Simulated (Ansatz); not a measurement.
Base system: Rb in the bcc (W type) structure (space group Im-3m, No. 229; relaxed with 0.1 eV smearing).

```xyz
1
Lattice="-2.7856 2.7856 2.7856 2.7856 -2.7856 2.7856 2.7856 2.7856 -2.7856" Properties=species:S:1:pos:R:3 pbc="T T T"
Rb     0.0000     0.0000     0.0000
```

The values are results of Ansatz (a program for electronic structure) PBEsol, scalar-relativistic without spin-orbit coupling, not measurements.

Base values:

* **Pressure**: 0.0 GPa

It is then changed as follows: the cell is scaled by 0.9700 in all directions, atoms relaxed at fixed cell.

Question: Estimate the effect on the pressure.

Answer: The pressure goes from zero to 0.3 GPa.

Question: What does the calculation give for the energy relative to the base after the change?

Answer: The energy goes up by 6.9 meV/atom.

The cells carry an imposed strain or load. Stability against distortions was not tested. The final runs are not spin-polarised.
